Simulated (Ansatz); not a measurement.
Effect of uniaxial strain ε_zz = −0.50 % on AlN

The parent structure is AlN in the zinc blende structure (space group F-43m, No. 216; a = 4.3423 Å). Axes: x, y, z lie along the cube axes.

One thing is altered: uniaxial strain ε_zz = −0.50 %, all other strain components held at zero, atoms relaxed at fixed cell.

The values are results of Ansatz (a quantum-chemistry and plane-wave program) LDA, without spin-orbit coupling, not measurements. Settings: 13×13×13 k-points, 0.05 eV Fermi–Dirac smearing.

The volume per atom falls by 0.05 Å³ to 10.18 Å³ and the space group becomes I-4m2 (No. 119) (base: F-43m (No. 216)). The shortest interatomic distance drops by 0.003 Å, from 1.880 Å to 1.877 Å and the energy hardly moves. The pressure (mean of the normal stresses, compression positive) goes from zero to 1.06 GPa and the band gap drops by 0.03 eV to 3.22 eV. The gap character comes out as indirect, Γ → M and the smallest direct gap goes up by 0.03 eV to 4.42 eV. The electron mass stays 0.52 mₑ along k, 0.32 mₑ across (at X) and the hole mass comes out as 0.33 mₑ along z, 1.4 mₑ across (at Γ). The valence-band top at Γ (three highest levels, from the VBM) is 0.00, -0.02, -0.02 eV and the valley order (the lowest conduction-band minima on the path, energy above the VBM, named in the base's zone) becomes X along [001] 3.22 eV; X along [100] 3.25 eV; Γ 4.42 eV (base: X along ⟨100⟩ 3.25 eV; Γ 4.39 eV). The stress (xx, yy, zz, yz, xz, xy; compression positive) amounts to (0.84, 0.84, 1.50, 0.00, 0.00, 0.00) GPa.

Final structure:

```
AlN
1.0
    0.00000     2.17113     2.16028
    2.17113     0.00000     2.16028
    2.17113     2.17113     0.00000
Al N
1 1
Direct
  0.00000   0.00000   0.00000
  0.25000   0.25000   0.25000
```

Effective masses come from finite differences of ±0.01 Å⁻¹. Along k means along the line from Γ to the band edge. No phonon test of stability was made. This is not the structure that AlN has at room temperature and ambient pressure. Labels are those of the standard path for the cell's own space group.
